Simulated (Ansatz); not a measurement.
Start from LiNbO$_{3}$ (space group R3c, No. 161).

```xyz
10
Lattice="2.5684 1.4829 4.6290 -2.5684 1.4829 4.6290 0.0000 -2.9657 4.6290" Properties=species:S:1:pos:R:3 pbc="T T T"
Li     0.0000     0.0000     9.7499
Li     0.0000     0.0000     2.8063
Nb     0.0000     0.0000    13.6663
Nb     0.0000     0.0000     6.7227
O     -0.6530     1.4373     8.1635
O      1.5713    -0.1531     8.1635
O     -0.9182    -1.2842     8.1635
O      0.9971     1.3298     5.8489
O      0.6530    -1.5284     5.8489
O     -1.6502     0.1987     5.8489
```

Cartesian axes are those of the cell as printed.

All numbers come from r2SCAN (Ansatz, an electronic-structure program; PAW; 500 eV plane waves; scalar-relativistic without spin-orbit coupling), earlier PAW set.

Perturbation: biaxial strain +2.27 %, plane normal [001], relaxed out of plane (Cartesian); in-plane vectors clamped, the third vector and the atoms free.

Q: Estimate the effect on the in-plane stress.

A: The mean in-plane stress (compression positive) amounts to -4.7 GPa.

Q: What does the calculation give for the out-of-plane strain after the change?

A: The out-of-plane strain is -1.20 %.

Q: What does the calculation give for the energy relative to the base after the change?

A: The energy goes up by 7.3 meV/atom.

No phonon test of stability was made.
